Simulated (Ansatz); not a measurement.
For TcAgO₄ (I4₁/a, No. 88; start COD 2013356), PBEsol in Ansatz (PAW) gives:

| Item | Value |
|---|---|
| lattice parameter a | 5.266 Å |
| lattice parameter c | 11.369 Å |
| bulk modulus | 49.4 GPa |
| cohesive energy | 5.18 eV/atom |
| band gap at the measured cell | 1.56 eV |

Question: What does r²SCAN (plane waves, PAW; Ansatz, a quantum-chemistry and plane-wave program) give for the same quantities?

Answer: 
- lattice constant a: 5.291 Å (goes up by 0.5 %)
- lattice parameter c: 11.594 Å (goes up by 2.0 %)
- bulk modulus: 50.0 GPa (rises by 1.2 %)
- cohesive energy: 4.64 eV/atom (shrinks by 0.54 eV/atom)
- band gap at the measured cell: 1.82 eV (goes up by 0.26 eV)

Changes are worked out from the printed values.

Unless a cell is named, each level is at its own relaxed cell (PBEsol 13.13, r²SCAN 13.52 Å³/atom).

Spin–orbit coupling is included only where a level's name says +SOC; with heavier elements it mostly lowers gaps and can invert bands. Density-functional gaps are differences of (generalised) Kohn–Sham levels.

Caveats: the bulk modulus is −V dP/dV from two relaxed cells at ±2 % in volume (PBEsol, r²SCAN); the relaxation could not lower the start's symmetry, so the cell can be a saddle point above a distorted one (PBEsol, r²SCAN). Ansatz's density-functional and Hartree–Fock values are scalar-relativistic unless marked +SOC, with PAW data made under PBE.
